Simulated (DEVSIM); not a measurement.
Structure: illuminated Si n-on-p cell, one wavelength, at 300 K.

```tsv
layer (left to right)	material	thickness (μm)	Nd (cm⁻³)	Na (cm⁻³)	τn (s)	τp (s)	absorption coefficient (cm⁻¹)
1	Si	0.200	1.8e18	-	2.4e-7	4.5e-8	2400
2	Si	30.0	-	2.9e17	1.6e-6	1.6e-6	2400
```

Left contact: ohmic, minority hole recombination velocity 20 cm/s. Right contact: ohmic, minority electron recombination velocity 2e5 cm/s. Voltage is applied to the left contact. Recombination: SRH at mid-gap, radiative, Auger. Light enters at the left, 2.8e16 photons cm⁻² s⁻¹, one pass, no reflection. Mobility is constant in doping.

This is a model device: material constants are rounded textbook-type values typed into the input, and sizes, dopings and lifetimes were drawn at random. Values at 300 K.

```csv
parameter,Si
gap (eV),1.124
affinity (eV),4.05
permittivity,11.7
Nc (cm⁻³),2.86e19
Nv (cm⁻³),3.1e19
μn (cm²/Vs),1417
μp (cm²/Vs),470
B (cm³/s),4.7e-15
Cn (cm⁶/s),2.8e-31
Cp (cm⁶/s),9.9e-32
```

Simulated with DEVSIM: 1D drift-diffusion, Boltzmann statistics, complete ionisation; no tunnelling, impact ionisation, image-force lowering or self-heating.

**Question.** Tabulate band edges, carrier densities and field at -0.9 V on the left contact, in the dark.

**Answer.** Energies count from the Fermi level of the right contact; mesh points crowd at the junctions.

```tsv
x (μm)	Ec (eV)	Ev (eV)	n (cm⁻³)	p (cm⁻³)	field (V/cm)
0.000	0.972	-0.152	1.8e18	7.7e16	-3000
0.02368	0.970	-0.154	1.9e18	7.4e16	≈ 0
0.06488	0.970	-0.154	1.9e18	7.4e16	≈ 0
0.1222	0.970	-0.154	1.9e18	7.4e16	≈ 0
0.1796	0.970	-0.154	1.9e18	7.4e16	83
0.2010	0.998	-0.126	6.5e17	2.1e17	52000
0.2281	1.022	-0.102	2.5e17	5.4e17	150
0.3146	1.022	-0.102	2.5e17	5.4e17	≈ 0
0.4532	1.022	-0.102	2.5e17	5.4e17	≈ 0
0.7534	1.022	-0.102	2.5e17	5.4e17	≈ 0
1.379	1.022	-0.102	2.4e17	5.3e17	≈ 0
3.374	1.021	-0.103	2.3e17	5.2e17	≈ 0
6.837	1.020	-0.104	2.0e17	4.9e17	≈ 0
14.05	1.016	-0.108	1.5e17	4.4e17	≈ 0
23.84	1.010	-0.114	7.5e16	3.6e17	≈ 0
27.16	1.008	-0.116	4.6e16	3.4e17	≈ 0
28.75	1.006	-0.118	3.2e16	3.2e17	≈ 0
29.52	1.005	-0.119	2.4e16	3.1e17	≈ 0
29.96	1.005	-0.119	2.0e16	3.1e17	≈ 0
30.09	1.005	-0.119	1.9e16	3.1e17	≈ 0
30.16	1.005	-0.119	1.8e16	3.1e17	-18
30.20	1.003	-0.121	1.9e16	2.9e17	-2000
```
